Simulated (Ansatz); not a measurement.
Input and output of a self-consistent single point for Hf4AlSi (I422, 6 atoms in the cell) (Ansatz, a first-principles code).

Computed with PBEsol, PAW files made with PBE (plane waves; Ansatz).

The change in words: lattice scaled by 0.98. Reference geometry:
```yaml
crystal:
  lattice:
    - [-3.32953, 3.32953, 2.60735]
    - [3.32953, -3.32953, 2.60735]
    - [3.32953, 3.32953, -2.60735]
  atoms:
    - { symbol: Hf, position: [0.40414, 0.90414, 0.80828] }
    - { symbol: Hf, position: [0.90414, 0.09586, 0.50000] }
    - { symbol: Hf, position: [0.09586, 0.59586, 0.19172] }
    - { symbol: Hf, position: [0.59586, 0.40414, 0.50000] }
    - { symbol: Al, position: [0.50000, 0.50000, 0.00000] }
    - { symbol: Si, position: [0.00000, 0.00000, 0.00000] }
```

Reference input (self-consistent single point, DFT, PBEsol, plane waves, PAW files made with PBE): kpoints.mp_grid.grid = 6 6 6; hamiltonian.xc = pbesol; hamiltonian.pseudopotentials = {kind: paw} (the program's default PAW files); scf.occupations.method = gaussian; scf.occupations.width = 0.1 eV. This run's input differs from it in these lines:

```diff
@@ -2,11 +2,11 @@
   lattice:
-    - [-3.32953000, 3.32953000, 2.60735000]
-    - [3.32953000, -3.32953000, 2.60735000]
-    - [3.32953000, 3.32953000, -2.60735000]
+    - [-3.26293900, 3.26293900, 2.55520300]
+    - [3.26293900, -3.26293900, 2.55520300]
+    - [3.26293900, 3.26293900, -2.55520300]
   atoms:
-    - { symbol: Hf, position_ang: [4.35595751, 1.02642751, 1.30367500] }
-    - { symbol: Hf, position_ang: [-1.02642751, 4.35595751, 1.30367500] }
-    - { symbol: Hf, position_ang: [2.30310249, -1.02642751, 1.30367500] }
-    - { symbol: Hf, position_ang: [1.02642751, 2.30310249, 1.30367500] }
-    - { symbol: Al, position_ang: [0.00000000, 0.00000000, 2.60735000] }
+    - { symbol: Hf, position_ang: [4.26883783, 1.00589883, 1.27760150] }
+    - { symbol: Hf, position_ang: [-1.00589883, 4.26883783, 1.27760150] }
+    - { symbol: Hf, position_ang: [2.25704017, -1.00589883, 1.27760150] }
+    - { symbol: Hf, position_ang: [1.00589883, 2.25704017, 1.27760150] }
+    - { symbol: Al, position_ang: [0.00000000, 0.00000000, 2.55520300] }
     - { symbol: Si, position_ang: [0.00000000, 0.00000000, 0.00000000] }
```

Output (repeated stretches shortened):

```
SCF iter   1: F=—  HF=-63545.057864 eV  |F-HF|=—  |Δ(HF+E_count)|=         —  Δρ=3.73e-2  dr2=1.78e0  ethr=3.10e-3  ⟨swp⟩=6.1  Hψ=7043  notcnv=0  defer=4
all-band conjugate gradients solve this SCF's bands
preconditioner: auto → Kerker (q_TF=auto, 2.737 Å⁻¹)
SCF iter   2: F=—  HF=-63544.603005 eV  |F-HF|=—  |Δ(HF+E_count)|=   4.55e-1  Δρ=2.20e-2  dr2=6.24e-1  ethr=1.60e-3  ⟨swp⟩=3.1  Hψ=3989  notcnv=0  defer=140
   [... lines left out ...]
SCF iter   6: F=—  HF=-63544.349721 eV  |F-HF|=—  |Δ(HF+E_count)|=   1.30e-4  Δρ=1.48e-4  dr2=4.34e-5  ethr=2.92e-7  ⟨swp⟩=2.5  Hψ=3697  notcnv=0  defer=140
SCF iter   7: F=—  HF=-63544.349702 eV  |F-HF|=—  |Δ(HF+E_count)|=   1.86e-5  Δρ=4.29e-5  dr2=2.88e-6  ethr=3.91e-8  ⟨swp⟩=2.2  Hψ=3691  notcnv=0  defer=140
SCF iter   8: F=—  HF=-63544.349711 eV  |F-HF|=—  |Δ(HF+E_count)|=   9.11e-6  Δρ=1.11e-5  dr2=1.61e-7  ethr=2.60e-9  ⟨swp⟩=2.7  Hψ=3631  notcnv=0  defer=140
SCF iter   9: F=-63544.349711 eV  HF=-63544.349711 eV  |F-HF|=3.45e-9  |Δ(HF+E_count)|=   3.49e-8  Δρ=1.63e-6  dr2=2.95e-9  ethr=9.01e-11  ⟨swp⟩=14.5  Hψ=12062  notcnv=0
SCF 1 converged in 9 iterations: F = -63544.349711 eV  dr2 = 2.95e-9
Free energy (F): -63544.349711 eV
Internal energy: -63544.324846 eV  (E = F + TS)
E sigma→0 (E₀):  -63544.337279 eV
Entropy (-TS):   -0.024865 eV (-4.144 meV/atom)
Fermi energy:    16.772734 eV
--- Forces (eV/Å), atoms counted from 1 ---
  atom   1  Hf    -0.03922668    -0.03922668    -0.00000000
  atom   2  Hf     0.03922668    -0.03922668    -0.00000000
  atom   3  Hf     0.03922668     0.03922668     0.00000000
  atom   4  Hf    -0.03922668     0.03922668     0.00000000
  atom   5  Al    -0.00000000    -0.00000000    -0.00000000
  atom   6  Si     0.00000000     0.00000000     0.00000000
--- Stress (GPa, compression-positive) ---
        5.933493       0.000000      -0.000000
        0.000000       5.933493       0.000000
       -0.000000       0.000000       6.773782
  P = ⅓ Tr σ = 6.2136 GPa (62.136 kbar)
  The stress holds the Pulay correction. Without it, at fixed plane waves, as pw.x and ABINIT print it: P = 6.1691 GPa
```

The run converged in 9 iterations. Against the reference run the free energy rises by 13.1 meV/atom, the pressure goes from -2.16 to 6.21 GPa and the largest force goes from 0.007 to 0.055 eV/Å.

The starting cell comes from a database of computed structures (which also holds hypothetical and non-ambient phases and stackings), without a prior relaxation at this level. For this run, on top of that: lattice scaled by 0.98. With a pressure of about 6 GPa the cell is away from its equilibrium volume at this level. Ansatz's pressure includes its estimate of the finite-basis (Pulay) stress.

Keys are those of Ansatz 0.2.
